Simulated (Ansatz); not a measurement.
Start from CdTe in the zinc blende structure (space group F-43m, No. 216; a = 6.558 Å). Axes: x, y, z lie along the cube axes.

Calculations: r2SCAN (Ansatz, a first-principles code, PAW, scalar-relativistic without spin-orbit coupling).

A first run, uniaxial strain ε_xx = −0.70 %, gives secant values C11 ≈ 52 GPa and C12 ≈ 36 GPa from its stress. A second run applies isotropic strain +1.87 %.

### Question
What does linear elasticity predict for the bulk modulus −ΔP/(ΔV/V₀) in the second run, and what does the run give?

### Answer
Linear elasticity: (C11 + 2 C12)/3 = 41 GPa. The run gives 34 GPa; any difference comes from nonlinear terms at these strains and numerical noise.

Stability against distortions was not tested.
